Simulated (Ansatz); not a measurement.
**Ir: transverse stress against strain**

Ir (fcc, Fm-3m, 14.058 Å³/atom at rest, cube axes along x, y and z) under a strain ε along a cube axis (axis z), the other axes held. PBEsol in Ansatz, a plane-wave DFT program (PAW, default set), 420 eV, 29×29×29 Γ-centred mesh, Fermi-Dirac smearing 0.10 eV; ions are relaxed within the symmetry of each cell. Stress is positive for a compressed cell.

Here s stands for strain and y for stress xx.

```csv
strain (%),stress xx (GPa)
-3.00,?
-1.50,4.10
-1.00,2.68
-0.50,1.31
0.00,0.00
0.50,-1.26
1.00,-2.47
1.50,-3.63
```

Question: Fit y against s with a straight line, and predict the withheld value at s = -3.00.

Answer: Means: s 0, y 0.104. About the means, the sum of products is -18.030 and the sum of squares of s is 7.0000; the slope is their ratio. Least squares gives y = 0.104 - 2.5757·s. Residuals (row less fit): 0.132, 0.000, -0.082, -0.104, -0.076, 0.002, 0.130; standard error 0.107 (degrees of freedom: 5). The slope gives the elastic constant C12 = 258 ± 4 GPa. At the withheld row, y = 0.104 - 2.5757 × (-3.0) = 7.831 GPa. The calculation gives 8.73 GPa, 0.899 GPa above the prediction (7.3 % of the range of y in the table). The row lies outside the fitted rows, so this is an extrapolation. From the scatter of the fitted rows alone, a prediction at this place has a standard error of 0.167 GPa, so the miss is 5.4 times that.

One order more, fitted to all 13 runs of the series, follows each within 0.02, so the miss is the next term of a smooth law. In a metal these values are sensitive to mesh and smearing; energies are taken to zero smearing, stresses follow the free energy. Rows are the converged runs of the series near zero and its far end; series whose fitted rows scatter by over a few per cent of the range, as at a crossing or softening among them, aren't shown in this form. Most that stay on the fit to the last digits aren't either.
